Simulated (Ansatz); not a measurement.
# NiO: response to strain

Take NiO in the rock salt structure (space group Fm-3m, No. 225; ferromagnetic) as the base.

```
CELL_PARAMETERS angstrom
      0.00000     2.09529     2.09529
      2.09529     0.00000     2.09529
      2.09529     2.09529     0.00000
ATOMIC_POSITIONS crystal
  O  0.00000 0.00000 0.00000
  Ni 0.50000 0.50000 0.50000
```

Cartesian axes are those of the cell as printed.

Strains are applied to the cell and any free atomic positions relax; under biaxial strain the out-of-plane vector relaxes too; under stress the whole cell relaxes.

All numbers come from r2SCAN (Ansatz, a program for electronic structure; PAW; 500 eV plane waves; no SOC), earlier PAW set.

| case | band gap | gap character | pressure |
|---|---|---|---|
| base | 0.85 eV | indirect, L → Γ | 0.00 GPa |
| biaxial strain −1.60 %, plane normal [001], relaxed out of plane | 0.60 eV | indirect, N → Γ | 5.06 GPa |
| biaxial strain +0.42 %, plane normal [001], relaxed out of plane | 0.84 eV | indirect, N → Γ | -1.16 GPa |
| biaxial strain −3.45 %, plane normal [110], relaxed out of plane | 0.52 eV | indirect, S → Γ | 8.96 GPa |
| biaxial strain −0.37 %, plane normal [110], relaxed out of plane | 0.82 eV | indirect, S → Γ | 0.89 GPa |
| biaxial strain −0.98 %, plane normal [111], relaxed out of plane | 0.81 eV | indirect, L → Γ | 2.19 GPa |
| isotropic strain −3.22 % | 0.48 eV | indirect, L → Γ | 26.2 GPa |
| isotropic strain −0.79 % | 0.77 eV | indirect, L → Γ | 5.4 GPa |
| uniaxial stress, 3 GPa compression along x | 0.78 eV | indirect, N → Γ | – |
| uniaxial stress, 5 GPa tension along z | 0.75 eV | indirect, N → Γ | – |

Stability under load was not tested beyond the relaxation. No Hubbard U is applied and the magnetic state is the run's own (NiO ferromagnetic); small cells can't hold the antiferromagnetic order that many such compounds have, so gaps and moments can be off. Where the two band edges lie in opposite spin channels, the gap is a spin-flip gap. In its common phase, real NiO is an antiferromagnetic insulator at low temperature. k-point labels follow each cell's own Brillouin zone.
